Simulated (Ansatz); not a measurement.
## AlRu under a change: uniaxial strain ε_zz = +2.50 %

Consider AlRu in the CsCl type structure (space group Pm-3m, No. 221; a = 2.977 Å; relaxed with 0.1 eV smearing). Axes: x, y, z lie along the cube axes.

Perturbation: uniaxial strain ε_zz = +2.50 %, all other strain components held at zero, atoms relaxed at fixed cell.

Calculations: Kohn–Sham DFT with the PBEsol functional, run in Ansatz (a quantum-chemistry and plane-wave program) with PAW and 420 eV plane waves, scalar-relativistic without spin-orbit coupling. Settings: 19×19×19 k-points, 0.1 eV Fermi–Dirac smearing.

```tsv
quantity	base	changed	shift
volume per atom	13.19 Å³	13.52 Å³	+0.33 Å³
space group	Pm-3m (No. 221)	P4/mmm (No. 123)	–
energy relative to the base (free energy F)	0 meV/atom	+8.2 meV/atom	+8.2 meV/atom
pressure (mean of the normal stresses, compression positive)	0.0 GPa	-5.1 GPa	-5.1 GPa
band gap	zero	zero	–
stress (xx, yy, zz, yz, xz, xy; compression positive)	–	(-3.7, -3.7, -7.7, 0.0, 0.0, 0.0) GPa	–
```

Final structure:

```
CELL_PARAMETERS angstrom
      2.97703     0.00000     0.00000
      0.00000     2.97703     0.00000
      0.00000     0.00000     3.05146
ATOMIC_POSITIONS crystal
  Al 0.50000 0.50000 0.50000
  Ru 0.00000 0.00000 0.00000
```

Stability against distortions was not tested. The final runs are not spin-polarised.
